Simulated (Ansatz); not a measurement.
**BiVO4 (I4₁/a, No. 88, 12 atoms in the cell; start COD 9012062; high-temperature phase)**

All values below come from r²SCAN in Ansatz (PAW).

Numerical settings: plane-wave cutoff 560 eV, 10×10×10 k mesh, Fermi–Dirac smearing 0.01 eV, no spin polarisation, scalar-relativistic PAW data made under PBE.

Cell (measured lattice):

```cif
data_Bi4O16V4
_chemical_formula_sum 'Bi4 V4 O16'
_space_group_name_H-M_alt 'I41/a :1'
_space_group_IT_number 88
_space_group_name_Hall 'I 4bw -1bw'
_cell_length_a 5.14700
_cell_length_b 5.14700
_cell_length_c 11.72160
_cell_angle_alpha 90.000
_cell_angle_beta 90.000
_cell_angle_gamma 90.000
loop_
_space_group_symop_operation_xyz
  'x, y, z'
  '-y, x+1/2, z+1/4'
  '-x+1/2, -y+1/2, z+1/2'
  'y+1/2, -x, z+3/4'
  '-x, -y+1/2, -z+1/4'
  'y, -x, -z'
  'x+1/2, y, -z+3/4'
  '-y+1/2, x+1/2, -z+1/2'
  'x+1/2, y+1/2, z+1/2'
  '-y+1/2, x, z+3/4'
  '-x, -y, z'
  'y, -x+1/2, z+1/4'
  '-x+1/2, -y, -z+3/4'
  'y+1/2, -x+1/2, -z+1/2'
  'x, y+1/2, -z+1/4'
  '-y, x, -z'
loop_
_atom_site_label
_atom_site_type_symbol
_atom_site_symmetry_multiplicity
_atom_site_Wyckoff_symbol
_atom_site_fract_x
_atom_site_fract_y
_atom_site_fract_z
_atom_site_occupancy
Bi1 Bi 4 a 0.00000 0.00000 0.00000 1
V1 V 4 b 0.00000 0.00000 0.50000 1
O1 O 16 f 0.25150 0.13750 0.17160 1
```
(The calculation used a cell of 12 atoms; values per cell refer to that cell.)

```
Item                                           Value
-------------------------------------------  -------
band gap                                     2.49 eV
smallest direct gap on the k points sampled  2.57 eV
direct gap at Γ                              3.24 eV
```

Note: held by symmetry at 0 K, a high-temperature phase can be a saddle point; cell and atoms aren't relaxed at this level (largest force component 0.03 eV/Å, pressure -2.5 GPa).

Spin–orbit coupling is not included; with these elements it can move the gap by several tenths of an eV or more.

Cost on a shared machine: very roughly 6 core-minutes.

Ansatz is a program for electronic structure.
